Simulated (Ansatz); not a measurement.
C11b MoSi2 was calculated with r²SCAN-D4 (Ansatz, a quantum-chemistry and plane-wave program, plane waves, PAW).

Settings: plane-wave cutoff 560 eV, 24×24×24 k mesh, Fermi–Dirac smearing 0.05 eV, no spin polarisation, scalar-relativistic PAW data made under PBE.

Computed at the level's own relaxed cell.

Estimate the pressure derivative B′ of the bulk modulus, volume per atom and bulk modulus B0 that the calculation returns.


- pressure derivative B′ of the bulk modulus: 4.4
- volume per atom: 13.24 Å³/atom
- bulk modulus B0: 223 GPa

The run finds no gap.

Measured, for comparison: bulk modulus 222 ± 2 GPa (room temperature, no zero-point or thermal correction, B' = 4; as tabulated in Structural stability of MoSi2 and Mo5Si3 under high pressure, Chin. Phys. B 26 …). Computed (rounded) less measured: bulk modulus +0.5 % (inside the measured uncertainty).

Note: the bulk modulus comes from volumes at which shape and atoms were relaxed.

Computed values are for the static lattice.

Computing time: about 19 core-minutes (a rough figure).
